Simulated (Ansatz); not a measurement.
Checking a run of Ansatz (a program for electronic structure) on BaBi₃ (Pm-3m, 4 atoms in the cell). The aim is a self-consistent single point with DFT, PBEsol, plane waves, default PAW files made with PBE.

Cell that was meant: a = 5.2565 Å, b = 5.2565 Å, c = 5.2565 Å, α = 90.00°, β = 90.00°, γ = 90.00°.

Part of the input:

Ansatz 0.2 input:
```yaml
    - { symbol: Bi, position: [0.00000000, 0.50000000, 0.50000000] }
    - { symbol: Bi, position: [0.50000000, 0.00000000, 0.50000000] }
    - { symbol: Bi, position: [0.50000000, 0.50000000, 0.00000000] }
basis:
  ecutwfc: 145.0
kpoints:
  mp_grid: { grid: [4, 4, 4] }
hamiltonian:
  xc: pbesol
  pseudopotentials: { kind: paw }
scf:
  occupations: { method: cold, width: 0.1 }
output:
  forces: true
  eigenvalues: true
```

The program printed (abridged):

```
   [... lines left out ...]
PAW frozen core: Bi, regenerated for the run's functional, and the local potential with it
Initial density: superposition of atomic densities (neutral atoms: chi_scale 0, normalization atom), corrected by the library's trained network
Initial wavefunctions: pseudopotential atomic-orbital guess
Eigensolver: davidson
Functional: x = pbesol(κ = 0.804, μ = 0.12345679012345678), c = pbesol(β = 0.046)
SCF iter   1: F=—  HF=-42374.594022 eV  |F-HF|=—  |Δ(HF+E_count)|=         —  Δρ=2.51e-1  dr2=5.61e1  ethr=1.77e-3  ⟨swp⟩=6.6  Hψ=1528  notcnv=0
all-band conjugate gradients solve this SCF's bands
preconditioner: auto → Resta (q_TF=auto, 2.321 Å⁻¹)
SCF iter   2: F=—  HF=-42350.343341 eV  |F-HF|=—  |Δ(HF+E_count)|=    2.43e1  S|Δr|=    0.00e0  Δρ=1.08e-1  dr2=9.01e0  ethr=1.77e-3  ⟨swp⟩=3.0  Hψ=865  notcnv=0  defer=12
   [... lines left out ...]
SCF iter   6: F=—  HF=-42345.722993 eV  |F-HF|=—  |Δ(HF+E_count)|=   3.11e-4  S|Δr|=    0.00e0  Δρ=1.27e-4  dr2=6.39e-5  ethr=1.88e-6  ⟨swp⟩=2.0  Hψ=403  notcnv=0  defer=12
SCF iter   7: F=—  HF=-42345.722195 eV  |F-HF|=—  |Δ(HF+E_count)|=   7.98e-4  S|Δr|=    0.00e0  Δρ=2.77e-5  dr2=1.31e-6  ethr=1.16e-7  ⟨swp⟩=2.0  Hψ=434  notcnv=0  defer=12
SCF iter   8: F=-42345.722195 eV  HF=-42345.722195 eV  |F-HF|=1.63e-9  |Δ(HF+E_count)|=   1.30e-7  S|Δr|=    0.00e0  Δρ=4.28e-6  dr2=1.73e-8  ethr=1.82e-10  ⟨swp⟩=8.3  Hψ=1336  notcnv=0
SCF 1 converged in 8 iterations: F = -42345.722195 eV  dr2 = 1.73e-8
Stability not checked (fill_not_monotonic)
Free energy (F): -42345.722195 eV
Internal energy: -42345.712625 eV  (E = F + TS)
E sigma→0 (E₀):  -42345.719005 eV
Entropy (-TS):   -0.009570 eV (-2.392 meV/atom)
Fermi energy:    9.677414 eV
--- Forces (eV/Å), atoms counted from 1 ---
  atom   1  Ba    -0.00000000     0.00000000    -0.00000000
   [... zero for the other atoms too ...]
--- Stress (GPa, compression-positive) ---
       -9.555398      -0.000000       0.000000
        0.000000      -9.555398      -0.000000
        0.000000       0.000000      -9.555398
  P = ⅓ Tr σ = -9.5554 GPa (-95.554 kbar)
  The stress holds the Pulay correction. Without it, at fixed plane waves, as pw.x and ABINIT print it: P = -1023.1535 GPa
```

Task: Can these results be used? Check the input.

Result: The run is not sound. The fault is a basis or grid far too coarse for these potentials. The error of an incomplete plane-wave basis or grid does not cancel at such settings. To fix it, restore the cutoff that the potentials need and check convergence. The run converged in 8 iterations without an error; against the sound input the free energy rises by 61.2 eV/atom and the pressure goes from -4.14 to -9.56 GPa. At a fixed set of plane waves, without the program's Pulay estimate, the pressure is -1023.15 GPa against -4.16 GPa.

The sound input it was made from differs as follows (other fixes are possible):
```diff
-basis:
-  ecutwfc: 145.0
-  occupations: { method: cold, width: 0.1 }
+  occupations: { method: cold, width: 0.1 eV }
```

With that input, the run converged in 7 iterations: free energy E − TS (on the zero of these files) -42590.6826 eV; Fermi level (on the code's own zero) 9.55 eV; pressure -4.14 GPa (DFT, PBEsol, plane waves, default PAW files made with PBE).

On the sound input: the starting cell comes from a database of computed structures (which also holds hypothetical and non-ambient phases and stackings), without a prior relaxation at this level. Its lattice was rescaled by a random factor within 2.5 % of one. With a pressure of about -4 GPa the cell is away from its equilibrium volume at this level. Ansatz's pressure includes its estimate of the finite-basis (Pulay) stress.
